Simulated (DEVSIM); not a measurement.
## isotype n-n heterojunction InP/In0.53Ga0.47As

Device: isotype n-n heterojunction InP/In0.53Ga0.47As, at 400 K.

| layer (left to right) | material | thickness (μm) | Nd (cm⁻³) | τn (s) | τp (s) |
|---|---|---|---|---|---|
| 1 | InP | 0.370 | 1.5e17 | 3.1e-10 | 3.1e-10 |
| 2 | In0.53Ga0.47As | 0.350 | 4.6e15 | 3.1e-10 | 3.1e-10 |

Left contact: ohmic. Right contact: ohmic. Voltage is applied to the left contact. Recombination: SRH at mid-gap, radiative, Auger. Mobility is μmin + (μ − μmin)/(1 + (N/Nref)^α).

Constants are typed, rounded textbook-type inputs, not results; the design itself was drawn at random and stands for no fabricated device. Values at 300 K; Nc and Nv go as T^1.5, mobilities as T to minus their exponent, the gap by Varshni's rule with the affinity fixed.

```csv
parameter,InP,In0.53Ga0.47As
gap (eV),1.344,0.74
affinity (eV),4.38,4.51
permittivity,12.5,13.9
Nc (cm⁻³),5.7e17,2.1e17
Nv (cm⁻³),1.1e19,7.7e18
μn (cm²/Vs),5200,12000
μp (cm²/Vs),170,300
"μn,min",400,300
"μp,min",10,10
"Nref,n",3e17,1.3e17
"Nref,p",4.9e17,4.9e17
αn,0.47,0.48
αp,0.62,0.4
T exponent of μn,2,1.6
T exponent of μp,2,1.6
B (cm³/s),1.2e-10,9.6e-11
Cn (cm⁶/s),9e-31,5e-29
Cp (cm⁶/s),9e-31,5e-29
Varshni α (eV/K),0.000363,0.00035
Varshni β (K),162,190
```

DEVSIM, 1D drift-diffusion, Boltzmann statistics, complete ionisation; no tunnelling, impact ionisation, image-force lowering or self-heating. Band offsets follow the typed affinities; no thermionic-emission limit at abrupt steps, no polarisation charge.

```json
{
  "potential_step_across_the_device_at_zero_bias": "0.216 V"
}
```

Dark forward current:

(V (V), J (A/cm²)): (0.05, 7900); (0.10, 15000); (0.15, 23000); (0.20, 30000); (0.25, 37000); (0.30, 43000); (0.35, 50000); (0.40, 56000); (0.45, 63000); (0.50, 69000); (0.55, 75000); (0.60, 82000); (0.65, 88000); (0.70, 94000); (0.75, 100000)
